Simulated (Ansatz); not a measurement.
## Effect of P → S on LaRu2P2

The reference is LaRu$_{2}$P$_{2}$ (space group I4/mmm, No. 139; a = 4.014 Å, c = 10.602 Å; a cell from a computed database, its experimental status unchecked).

One thing is altered: every P is replaced by S; the structure is relaxed again.

All numbers come from PBEsol (Ansatz, a quantum-chemistry and plane-wave program; PAW; 420 eV plane waves; spin-orbit coupling left out). k-mesh 17×17×17 (Γ-centred); smearing 0.05 eV (Fermi–Dirac), for the changed cell.

The density increases by 0.077 g/cm³, from 7.84 g/cm³ to 7.91 g/cm³ and the lattice parameter a falls by 0.104 Å (4.014 Å → 3.910 Å). The c/a ratio grows by 0.2041 to 2.846 and the space group is still I4/mmm (No. 139). The shortest interatomic distance grows by 0.002 Å (2.317 Å → 2.319 Å) and the band gap is still zero.

Stability against distortions was not tested. As relaxed here, LaRu2S2 is a hypothetical phase, not in the database extracts checked. The final runs are not spin-polarised. An odd electron count without spin: LaRu2S2 and LaRu2P2. LaRu2S2 has a high density of states at the Fermi level and may be magnetic at this level.
